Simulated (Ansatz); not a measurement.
Start from C in the diamond structure (space group Fd-3m, No. 227; a = 3.554 Å). Axes: x, y, z lie along the cube axes.

Method: DFT with PBEsol, PAW potentials and a 420 eV plane-wave cutoff in Ansatz (a program for electronic structure), no SOC.

Before the change:

- Valence-band top at Γ = 0.00, 0.00, 0.00 eV
- Smallest direct gap = 5.57 eV
- Pressure = 0.00 GPa

One thing is altered: uniaxial strain ε_zz = −2.00 %, all other strain components held at zero, atoms relaxed at fixed cell.

Problem. What does the calculation give for the valence-band top at Γ, smallest direct gap, energy relative to the base and pressure after the change?

Solution. The valence-band top at Γ (three highest levels, from the VBM) goes from 0.00, 0.00, 0.00 eV to 0.00, -0.31, -0.31 eV; the smallest direct gap falls by 0.31 eV to 5.26 eV; the energy goes up by 7.6 meV/atom; the pressure (mean of the normal stresses, compression positive) goes from zero to 9.44 GPa.

Gaps are Kohn–Sham eigenvalue differences; semilocal functionals usually give less than the measured gap. Whether these cells are dynamically stable was not tested.
